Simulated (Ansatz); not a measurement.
Band structure of WSi2 (I4/mmm, 3 atoms in the cell).

```xyz
3
Lattice="-1.6288 1.6288 3.9729 1.6288 -1.6288 3.9729 1.6288 1.6288 -3.9729" Properties=species:S:1:pos:R:3 pbc="T T T"
Si     0.0000     0.0000     5.2840
Si     0.0000     0.0000     2.6619
W      0.0000     0.0000     0.0000
```

Method of the run: PBE (plane waves, PAW; Ansatz, a quantum-chemistry and plane-wave program).

Settings: basis.ecutwfc = 30.9 Ry; kpoints.mp_grid.grid = 14 14 14; hamiltonian.xc = pbe; hamiltonian.pseudopotentials = {kind: paw} (the program's default PAW files); scf.occupations.method = gaussian; scf.occupations.width = 0.0037 Ry; kpoints.band_path.npoints = 8.

The starting cell has typed, rounded lattice constants, without a prior relaxation at this level. Its lattice was rescaled by a random factor within 2.5 % of one. Spin-orbit coupling is off. Spin polarisation is off.

Levels in eV from the Fermi level, bands 8 to 14:
```tsv
point	8	9	10	11	12	13	14
Γ	-3.13	-2.72	-2.72	0.58	2.52	2.95	2.95
X	-5.49	-4.84	-3.10	-1.75	2.64	2.79	2.93
Y	-4.97	-4.02	-2.97	-2.27	1.85	2.05	2.84
S	-2.91	-2.59	-2.39	-0.28	1.76	2.46	3.48
Z	-2.45	-0.82	-0.82	-0.48	-0.48	0.74	4.32
S1	-2.91	-2.59	-2.39	-0.28	1.76	2.46	3.48
N	-4.73	-2.68	-2.62	-0.39	2.54	2.74	3.79
P	-6.32	-2.97	-2.36	-2.36	-0.04	2.79	3.39
Y1	-4.97	-4.02	-2.97	-2.27	1.85	2.05	2.84
```

Bands cross the Fermi level along this path, so the cell is metallic at this level.

Keys are those of Ansatz 0.2.
